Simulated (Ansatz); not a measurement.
For Ag (model structure, Pm-3n, No. 223, 8 atoms in the cell), PBEsol (PAW; Ansatz, a first-principles code) gives:

```
Item                                  Result
------------------------------  ------------
equilibrium lattice constant a       5.162 Å
bulk modulus                         110 GPa
cohesive energy                 2.97 eV/atom
```

Task: What does r²SCAN (Ansatz, PAW) give for the same quantities?

Result: 
- lattice constant a: 5.225 Å (rises by 1.2 %)
- bulk modulus: 96.5 GPa (shrinks by 12 %)
- cohesive energy: 2.77 eV/atom (decreases by 0.20 eV/atom)

Changes are worked out from the printed values.

Unless a cell is named, each level is at its own relaxed cell (PBEsol 17.19, r²SCAN 17.84 Å³/atom).

Caveats: the bulk modulus is −V dP/dV from two relaxed cells at ±2 % in volume (PBEsol, r²SCAN). Ansatz's density-functional and Hartree–Fock values are scalar-relativistic unless marked +SOC, with PAW data made under PBE.

A model structure was made by putting elements into a prototype or built by hand; it is no filed structure, need not be a known phase, and can be a saddle point held by its symmetry.
